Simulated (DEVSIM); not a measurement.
System: Schottky contact on n-type InP, at 300 K.

Layer 1 from the left is InP, thickness (μm) 14.0, Nd (cm⁻³) 1.7e15, τn (s) 6.2e-8, τp (s) 6.2e-8.

Left contact: Schottky, work function 5.28 eV, emission velocity 1.6e6 cm/s. Right contact: ohmic. Voltage is applied to the left contact. Recombination: SRH at mid-gap. Mobility is μmin + (μ − μmin)/(1 + (N/Nref)^α).

Constants are typed, rounded textbook-type inputs, not results; the design itself was drawn at random and stands for no fabricated device. Values at 300 K.

InP: gap (eV) 1.344, affinity (eV) 4.38, permittivity 12.5, Nc (cm⁻³) 5.7e17, Nv (cm⁻³) 1.1e19, μn (cm²/Vs) 5200, μp (cm²/Vs) 170, μn,min 400, μp,min 10, Nref,n 3e17, Nref,p 4.9e17, αn 0.47, αp 0.62.

Model (solved in DEVSIM): 1D drift-diffusion, Boltzmann statistics, complete ionisation; no tunnelling, impact ionisation, image-force lowering or self-heating. Metal contacts follow the ideal Schottky-Mott rule: no Fermi-level pinning, no interface dipoles.

Dark forward current:

```
|V| (V)  |J| (A/cm²)
-------  -----------
0.05       8.148e-10
0.10        5.697e-9
0.15        3.764e-8
0.20        2.537e-7
0.25        1.733e-6
0.30        1.192e-5
0.35        8.217e-5
0.40       0.0005668
0.45        0.003909
0.50         0.02692
0.55          0.1840
0.60           1.210
0.65           6.616
0.70           23.00
0.75           50.59
0.80           84.87
0.85           122.8
0.90           162.9
0.95           204.5
1.00           246.9
1.05           290.1
1.10           333.8
1.15           377.9
1.20           422.3
1.25           467.0
1.30           512.0
```

Problem. Work out the local ideality factor n = ΔV / (kT/q · ln(J2/J1)) between the rows 0.15 and 0.20 V, 0.35 and 0.40 V, 1.25 and 1.30 V.

Solution. kT/q = 25.85 mV. From 0.15 to 0.20 V: ln(2.537e-7/3.764e-8) = 1.908, n = 1.01, near the 1 of diffusion or emission over a barrier. From 0.35 to 0.40 V: ln(0.0005668/8.217e-5) = 1.931, n = 1.00, near the 1 of diffusion or emission over a barrier. From 1.25 to 1.30 V: ln(512.0/467.0) = 0.092, n = 21.03; the layers' resistance at their doping, Σ W/(qμN) = 0.0011 Ω cm², would take 48 mV of this step of 50 mV.

Problem. Estimate the current at 0.35 V for emission alone, J0 = q v N_band exp(−φB/kT), and read the barrier back from the simulated current.

Solution. φB = 0.900 eV, N_band = 5.70e17 cm⁻³, J0 = 1.11e-10 A/cm²; J = J0 (exp(qV/kT) − 1) = 8.40e-5 A/cm². The simulation gives 8.22e-5 A/cm²; the estimate lies 2.3 % above. Read backwards, the simulated current gives an apparent barrier of 0.901 eV. The estimate leaves out transport through the depletion region and minority injection.
